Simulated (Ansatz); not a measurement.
The starting structures come from a database of crystals and need not be the phases stable at ambient conditions.

Consider the following.

```
TcP3
1.0
    3.11740     0.00000     0.00000
    0.00000    15.36422     0.00000
    0.00000     0.00000     5.13315
Tc P
4 12
Direct
  0.75000   0.65029   0.35108
  0.25000   0.34971   0.64892
  0.25000   0.84971   0.85108
  0.75000   0.15029   0.14892
  0.75000   0.79334   0.52207
  0.25000   0.20666   0.47793
  0.25000   0.70666   0.02207
  0.75000   0.29334   0.97793
  0.75000   0.01247   0.35343
  0.25000   0.98753   0.64657
  0.25000   0.48753   0.85343
  0.75000   0.51247   0.14657
  0.75000   0.38161   0.32067
  0.25000   0.61839   0.67933
  0.25000   0.11839   0.82067
  0.75000   0.88161   0.17933
```

Space group of this cell: Pnma. The cell is taken as given; by r2SCAN its mean pressure is 0.6 GPa.

Transport runs along the normal of the first two printed cell vectors.

No gap correction and no spin-orbit coupling; mid-gap values are interpolated between computed energies.

Estimate the band gap and the smallest decay constant κ at mid-gap that r2SCAN run with Ansatz (an electronic-structure program) returns for this system.

Gap 0.52 eV on a 10×2×6 mesh; κ = 0.180 1/Å, at the zone centre.
